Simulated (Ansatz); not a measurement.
Start from VBiO₄ (space group I4_1/a, No. 88).

```xyz
12
Lattice="-2.5831 2.5831 5.8897 2.5831 -2.5831 5.8897 2.5831 2.5831 -5.8897" Properties=species:S:1:pos:R:3 pbc="T T T"
Bi     0.0000     2.5831     2.9449
Bi     0.0000     0.0000     0.0000
V      2.5831     0.0000     2.9449
V      0.0000     0.0000     5.8897
O      3.2979    -1.2871     3.8647
O      1.8684     1.2871     3.8647
O      1.2871     0.7147     6.8095
O      1.2960     1.8684     0.9198
O     -0.7147     1.2871     4.9699
O      3.2979     1.2960    -0.9198
O      1.2960    -0.7147     2.0250
O      3.8703     0.7147     2.0250
```

All numbers come from PBE/PAW in Ansatz (an electronic-structure program), no spin-orbit coupling.

Base values:

```
Quantity                               Result
-------------  ------------------------------
Pressure                             0.0 kbar
Band gap                              2.25 eV
Gap character  indirect, Γ–X (71 % along) → N
```

Perturbation: every lattice vector is stretched by 5.16 %, atoms relaxed at fixed cell.

### Question
How does this affect the pressure, band gap, largest internal atomic displacement and gap character?

### Answer
The pressure (mean of the normal stresses, compression positive) goes from zero to -130.1 kbar; the band gap rises by 0.116 eV (2.25 eV → 2.36 eV); the largest internal atomic displacement comes out as 0.070 Å; the gap character goes from indirect, Γ–X (71 % along) → N to direct at k = (0.143, -0.143, -0.286) in the run's primitive reciprocal basis.

Spin-orbit coupling, missing from the scalar runs, can matter with Bi. The cells carry an imposed strain or load. No phonon test of stability was made. Seeded moments were not kept for the base. All final runs are without spin polarisation.
